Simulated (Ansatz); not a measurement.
Consider KI in the rock salt structure (space group Fm-3m, No. 225; a = 7.182 Å).

Structures relaxed with Ansatz (a first-principles code), PBE, PAW, cutoff 420 eV, no SOC.

Base:

Simulated powder pattern, Co Kα, λ = 1.79026 Å (kinematic, ideal powder, no thermal factors, no anomalous dispersion; the 8 strongest lines at most, above 2 %, up to 2θ = 90°):

```csv
2θ (°),I/Imax (%),hkl
24.93,47,(111)
28.87,100,(200)
41.28,76,(220)
48.83,25,(311)
51.15,27,(222)
59.80,13,(400)
67.75,34,(420)
75.26,26,(422)
```

Now apply this change: every lattice vector is stretched by 3.00 %, atoms relaxed at fixed cell.

After the change:

Simulated powder pattern, Co Kα, λ = 1.79026 Å (kinematic, ideal powder, no thermal factors, no anomalous dispersion; the 8 strongest lines at most, above 2 %, up to 2θ = 90°):

```
2θ (°)  I/Imax (%)    hkl
------  ----------  -----
24.19           47  (111)
28.01          100  (200)
40.03           76  (220)
47.32           25  (311)
49.56           27  (222)
57.89           13  (400)
65.52           35  (420)
72.71           26  (422)
```

The indices refer to the base's conventional cell; one index is shown for lines that coincide.

The cells carry an imposed strain or load. Whether these cells are dynamically stable was not tested.
